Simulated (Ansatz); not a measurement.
The starting structures come from a database of crystals and need not be the phases stable at ambient conditions.

By PBEsol, the system below comes out a metal.

Without scattering a metal conducts by its projected Fermi surface.

Consider the following.

```yaml
crystal:
  lattice:
    - [4.01290, 0.00000, 0.00000]
    - [0.00000, 4.01290, 0.00000]
    - [0.00000, 0.00000, 4.01290]
  atoms:
    - { symbol: Cu, position: [0.00000, 0.00000, 0.00000] }
    - { symbol: Au, position: [0.50000, 0.50000, 0.00000] }
    - { symbol: Au, position: [0.00000, 0.50000, 0.50000] }
    - { symbol: Au, position: [0.50000, 0.00000, 0.50000] }
```

The cell is taken as given; by PBEsol it stands under a pressure of -4.6 GPa.

The current flows along the normal of the first two printed cell vectors, the (001) plane of the conventional cell. No spin-orbit coupling; the value is a mean over 0.1 eV about the Fermi level.

**Question.** State the ballistic conductance per area according to Ansatz (a first-principles code) with PBEsol.

**Answer.** 0.67 × 10¹⁵ S/m² for both spins.
